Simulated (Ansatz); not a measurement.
Short convergence ladders for TiSi₂ (Cmcm, 6 atoms in the cell)

```xyz
6
Lattice="1.7739 -6.7931 0.0000 1.7739 6.7931 0.0000 0.0000 0.0000 3.5830" Properties=species:S:1:pos:R:3 pbc="T T T"
Ti     1.7739    -5.3921     2.6872
Ti     1.7739     5.3921     0.8957
Si     1.7739    -0.7914     2.6872
Si     1.7739     0.7914     0.8957
Si     1.7739     3.4007     2.6872
Si     1.7739    -3.4007     0.8957
```

Base method: PBE (plane waves, PAW; Ansatz, an electronic-structure program).

Base settings: basis.ecutwfc = 420 eV; kpoints.mp_grid.grid = 8 8 8; hamiltonian.xc = pbe; hamiltonian.pseudopotentials = {kind: paw} (the program's default PAW files); scf.occupations.method = fermi_dirac; scf.occupations.width = 0.1 eV.

The count of work is k-points × plane waves × bands × iterations; it is no time. 

**Zone-centre phonons against the cutoff**

In this ladder: phonons.method = dfpt.

The mesh stays at the base's, so the ladder's end is converged at best in this setting alone.

Frequencies are those of the unrelaxed cell, without the LO-TO term of polar crystals.

Only quantities that move along the ladder and can be compared are tabulated.

```tsv
basis.ecutwfc	highest zone-centre frequency (cm⁻¹)	lowest optical frequency (cm⁻¹)
210 eV	459.9	165.5
250 eV	455.6	187.2
295 eV	460.2	189.9
355 eV	459.6	188.1
420 eV	459.5	188.2
505 eV	459.5	188.2
630 eV	459.5	188.2
```

Coarsest basis.ecutwfc that holds the lowest optical frequency within 2 cm⁻¹ of the last step, with all finer ones: 250 eV; the step before is off by 23 cm⁻¹.

Coarsest basis.ecutwfc that holds the highest zone-centre frequency within 2 cm⁻¹ of the last step, with all finer ones: 295 eV; the step before is off by 3.9 cm⁻¹.

**Zone-centre phonons against the mesh**

In this ladder: phonons.method = dfpt.

Frequencies are those of the unrelaxed cell, without the LO-TO term of polar crystals.

Only quantities that move along the ladder and can be compared are tabulated.

```tsv
kpoints.mp_grid.grid	highest zone-centre frequency (cm⁻¹)	lowest optical frequency (cm⁻¹)
3 3 3	468.1	167.7
4 4 4	464.2	190.2
5 5 5	459.8	189.0
6 6 6	458.6	188.7
7 7 7	459.0	187.8
11 11 11	459.1	187.5
```

Coarsest kpoints.mp_grid.grid that holds the lowest optical frequency within 5 cm⁻¹ of the last step, with all finer ones: 4 4 4; the step before is off by 20 cm⁻¹.

Coarsest kpoints.mp_grid.grid that holds the highest zone-centre frequency within 1 cm⁻¹ of the last step, with all finer ones: 5 5 5; the step before is off by 5.1 cm⁻¹.

**The size of a vacancy's supercell**

On TiSi2 (Cmcm, 12 atoms in the cell), and larger cells.

Steps: 2 x 1 x 1 supercell, one Ti atom taken out, nothing relaxed; 2 x 2 x 1 supercell, one Ti atom taken out, nothing relaxed; and so on, with the mesh thinned in proportion.

Only quantities that move along the ladder and can be compared are tabulated.

| atoms | energy of the cell with the vacancy less the whole one (holds the removed atom on the program's zero: only its change counts) (eV) | count of work / last |
|---|---|---|
| 12 | 2503.330 | 0.27 |
| 24 | 2503.292 | 0.41 |
| 48 | 2502.921 | 1.0 |

Smallest size that holds the energy of the cell with the vacancy less the whole one (holds the removed atom on the program's zero: only its change counts) within 0.1 eV: not settled: the last two steps still differ by 0.37 eV, over half the tolerance, so the ladder does not show it.

On the base run: the starting cell comes from a database of computed structures (which also holds hypothetical and non-ambient phases and stackings), without a prior relaxation at this level. Its lattice was rescaled by up to half a per cent. Spin polarisation is off.

Keys are those of Ansatz 0.2.
